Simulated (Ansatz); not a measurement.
By PBEsol, the system below comes out a metal.

A figure of merit of an interconnect metal is its ballistic conductance per area.

Input:

```yaml
crystal:
  lattice:
    - [2.97510, 0.00000, 0.00000]
    - [-1.48755, 2.57651, 0.00000]
    - [1.48755, 0.85884, 2.42916]
  atoms:
    - { symbol: V, position: [0.00000, 0.00000, 0.00000] }
    - { symbol: N, position: [0.00000, 0.50000, 0.50000] }
```

Space group of this cell: Fm-3m, rock salt. The cell is strained (all lengths scaled by 1.02); by PBEsol its mean pressure is -27.1 GPa.

The current flows along the normal of the first two printed cell vectors, the (111) plane of the conventional cell. No spin-orbit coupling; the value is a mean over 0.1 eV about the Fermi level.

### Question
Compute, with PBEsol run with Ansatz (a quantum-chemistry and plane-wave program), the ballistic conductance per area.

### Answer
1.9 × 10¹⁵ S/m² for both spins.
